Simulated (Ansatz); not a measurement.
LaBeNO (model structure, started from the LaZnOP type, P4/nmm, No. 129, 8 atoms in the cell), treated with LDA (PAW; Ansatz, a first-principles code).

Numerical settings: plane-wave cutoff 520 eV, 10×10×6 k mesh (along the axes of the cell as run), Fermi–Dirac smearing 0.01 eV, scalar-relativistic PAW data made under PBE.

Cell (relaxed with PBEsol):

```cif
data_Be2La2N2O2
_chemical_formula_sum 'La2 Be2 N2 O2'
_space_group_name_H-M_alt 'P 1'
_space_group_IT_number 1
_cell_length_a 3.55987
_cell_length_b 3.55987
_cell_length_c 7.76706
_cell_angle_alpha 90.000
_cell_angle_beta 90.000
_cell_angle_gamma 90.000
loop_
_space_group_symop_operation_xyz
  'x, y, z'
loop_
_atom_site_label
_atom_site_type_symbol
_atom_site_fract_x
_atom_site_fract_y
_atom_site_fract_z
_atom_site_occupancy
La1 La 0.00000 0.50000 0.81937 1
La2 La 0.50000 0.00000 0.18063 1
Be1 Be 0.00000 0.00000 0.50000 1
Be2 Be 0.50000 0.50000 0.50000 1
N1 N 0.50000 0.00000 0.58594 1
N2 N 0.00000 0.50000 0.41406 1
O1 O 0.50000 0.50000 0.00000 1
O2 O 0.00000 0.00000 0.00000 1
```

### Question
Give the computed band gap and smallest direct gap on the k points sampled.

### Answer

* **band gap**: 2.02 eV
* **smallest direct gap on the k points sampled**: 2.20 eV

Note: the relaxation could raise the start's symmetry but not lower it, so the cell can be a saddle point; cell and atoms aren't relaxed at this level (largest force component 0.23 eV/Å, pressure -3.9 GPa).

Spin–orbit coupling is not included.

The computed numbers hold no vibrational or temperature effects.

A model structure was made by putting elements into a prototype or built by hand; it is no filed structure, need not be a known phase, and can be a saddle point held by its symmetry.
